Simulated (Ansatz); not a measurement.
ZrTiO₄ (model structure, started from the ZrSiO4 type, I4₁/amd, No. 141, 12 atoms in the cell) was calculated with r²SCAN in Ansatz (plane waves, PAW).

Numerical settings: plane-wave cutoff 560 eV, 8×8×8 k mesh, Fermi–Dirac smearing 0.01 eV, no spin polarisation, scalar-relativistic PAW data made under PBE.

Cell (relaxed with PBEsol):

```cif
data_O16Ti4Zr4
_chemical_formula_sum 'Zr4 Ti4 O16'
_space_group_name_H-M_alt 'I41/amd :1'
_space_group_IT_number 141
_space_group_name_Hall 'I 4bw 2bw -1bw'
_cell_length_a 6.78573
_cell_length_b 6.78573
_cell_length_c 6.34669
_cell_angle_alpha 90.000
_cell_angle_beta 90.000
_cell_angle_gamma 90.000
loop_
_atom_site_label
_atom_site_type_symbol
_atom_site_symmetry_multiplicity
_atom_site_Wyckoff_symbol
_atom_site_fract_x
_atom_site_fract_y
_atom_site_fract_z
_atom_site_occupancy
Zr1 Zr 4 a 0.00000 0.00000 0.00000 1
Ti1 Ti 4 b 0.00000 0.00000 0.50000 1
O1 O 16 h 0.30646 0.00000 0.05718 1
```
(The calculation used a cell of 12 atoms; values per cell refer to that cell.)

Q: What does this level give for the band gap?

A: 
- band gap: 3.98 eV

Note: the relaxation could raise the start's symmetry but not lower it, so the cell can be a saddle point; cell and atoms aren't relaxed at this level (largest force component 0.09 eV/Å, pressure 2.2 GPa).

Spin–orbit coupling is not included.

A model structure was made by putting elements into a prototype or built by hand; it is no filed structure, need not be a known phase, and can be a saddle point held by its symmetry.

Ansatz is a quantum-chemistry and plane-wave program.
